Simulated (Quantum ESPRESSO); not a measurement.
Quantum ESPRESSO 7.5, DFT, PBE, plane waves, SSSP 1.1.2 efficiency PBE: bcc W, atoms displaced (W10), 10 atoms. Basis and mesh were picked for this test and aren't claimed converged.

```
Property                                                Result
----------------------------  --------------------------------
cell                          3.17, 3.17, 15.82 Å; 90, 90, 90°
distance to the nearest atom                    2.38 to 2.66 Å
task                                                       scf
k mesh                                                   4×4×1
ecutwfc                                                  45 Ry
ecutrho                                                 360 Ry
occupations                                           smearing
smearing                                                    mv
degauss                                                0.02 Ry
conv_thr                                              1e-08 Ry
tprnfor                                                   true
tstress                                                  false
k-point pools (-nk)                                          4
diagonalization                                david (default)
k-points computed                                           10
bands                                                       84
electrons                                                  140
G-vectors of the density                                123477
FFT grid                                             40×40×192
```

Settings of this run: mixing_mode = local-TF, mixing_beta = 0.1, mixing_ndim = 8; 8 ranks.

```tsv
SCF iteration	band solver's avg # of iterations (first pass)	estimated scf accuracy (Ry)
1	2.0	0.54760623
2	1.0	0.47933054
3	2.0	0.04398120
4	2.0	0.03187119
5	2.0	0.00970865
6	5.1	0.00016160
7	7.6	0.00014239
8	2.0	0.00004275
9	2.8	0.00001817
10	1.0	0.00001167
11	2.9	0.00000645
12	1.1	0.00000144
13	1.7	0.00000142
14	1.9	0.00000020
15	3.4	0.00000006
16	2.4	0.00000003
17	3.2	0.00000013
18	1.1	0.00000009
19	2.8	0.00000004
20	2.9	8.5E-09
```

It converged after 20 SCF iterations.

Q: The cycle is slow. Which setting should be changed?

A: Several could match; the one computed here: mixing_beta = 0.7 (8 SCF iterations) or mixing_beta = 0.4 (10 SCF iterations), all else kept. The other changes of this size gave: mixing_beta = 0.2 (13); mixing_mode = TF (19); mixing_mode = plain (20). The first change moves the result by: energy equal as printed, forces (largest component) 1.2 meV/Å. Counts are of single runs.
